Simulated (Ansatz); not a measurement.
# Hypothetical Pm-3n C: response to strain

The reference is C (space group Pm-3n, No. 223; a = 3.818 Å; a hypothetical phase, not in the database extracts checked).

Strains are applied to the cell and any free atomic positions relax.

Method: PBEsol (Ansatz, an electronic-structure program), no spin-orbit coupling.

```
isotropic strain (%)  pressure (GPa)
--------------------  --------------
-0.36                            1.9
-0.32                              ?
0                                0.0
0.57                            -2.9
```

Question: Fit P = P₀ − Bδ with δ = (1 + ε)³ − 1 to the rows shown and predict the withheld row.

Answer: Least squares on the printed values gives P₀ = 0.0 GPa, B = 171 GPa (a mean over the range) (largest residual 0.0 GPa); this predicts 1.7 GPa, and the run gives 1.7 GPa, in agreement.

No phonon test of stability was made.
